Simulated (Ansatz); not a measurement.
The reference is SiC (space group P6_422, No. 181; a = 3.0657 Å, c = 7.0310 Å; a hypothetical phase, not in the database extracts checked).

Levels (all Ansatz, a program for electronic structure, PAW): PBEsol (420 eV, no SOC); HSE06 (420 eV, spin-orbit coupling left out).

The geometry is relaxed with PBEsol.

| Property | Value |
|---|---|
| PBEsol lowest conduction level above the VBM at special points | M 0.77 eV; L 1.81 eV; K 2.51 eV; Γ 3.35 eV |

Task: What does HSE06 give at this geometry for the lowest conduction level above the VBM at special points?

Result: The lowest conduction level above the VBM at special points changes from M 0.77 eV; L 1.81 eV; K 2.51 eV; Γ 3.35 eV to M 1.63 eV; L 2.73 eV; K 3.55 eV; Γ 4.38 eV.

Single points use the geometry relaxed with PBEsol. HSE06 gaps are upper bounds (no full band path). The levels and masses belong to the bands next to the band gap. Whether these cells are dynamically stable was not tested. The base started in P3_121 and relaxed to P6_422 at this level.
